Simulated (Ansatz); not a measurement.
Start from InSb in the zinc blende structure (space group F-43m, No. 216; a = 6.6350 Å).

(Cell as relaxed with PBE.)

Levels (all Ansatz, a quantum-chemistry and plane-wave program, PAW, earlier PAW set): PBE (420 eV, no SOC); r2SCAN (500 eV, no spin-orbit coupling).

Each level relaxes its own structure.

```json
[
 {"base": "volume per atom", "PBE": "36.51 Å³", "r2SCAN": "35.24 Å³"},
 {"base": "lattice parameter a", "PBE": "6.635 Å", "r2SCAN": "6.557 Å"},
 {"base": "band gap", "PBE": "zero", "r2SCAN": "zero"}
]
```

The change: cell and atoms relaxed at a pressure of 30 GPa.

```tsv
quantity	PBE	r2SCAN
valley order (the lowest conduction-band minima on the path, energy above the VBM, named in the base's zone)	a point along ⟨100⟩, about 0.8 Å⁻¹ from Γ 0.68 eV; L along ⟨111⟩ 1.08 eV; Γ 1.48 eV	a point along ⟨100⟩, about 0.8 Å⁻¹ from Γ 0.89 eV; L along ⟨111⟩ 1.46 eV; Γ 2.05 eV
hole mass (degenerate bands, along [100])	0.075, 0.20, 0.20 mₑ (at Γ)	0.092, 0.19, 0.19 mₑ (at Γ)
lattice parameter a	5.902 Å	5.888 Å
```

Both order the valleys alike; PBE's lattice parameter a lies 0.014 Å above r2SCAN's (0.2 %). Neither level is exact; r2SCAN is the comparison here, not a measurement.

With Sb present, leaving out spin-orbit coupling can change the band edges. Load acts through the strain it causes; cell and atoms are relaxed under it. Effective masses come from finite differences of ±0.01 Å⁻¹. Stability against distortions was not tested. Tetrahedral semiconductors of this kind turn to denser phases somewhere between about 1 and 50 GPa; those were not computed, so compressed cells here can lie past the real transition. All final runs are without spin polarisation. Gaps under 0.05 eV, about the width of the smearing, are given as zero. A zero or small gap of InSb can be the functional's error rather than a property of the material.
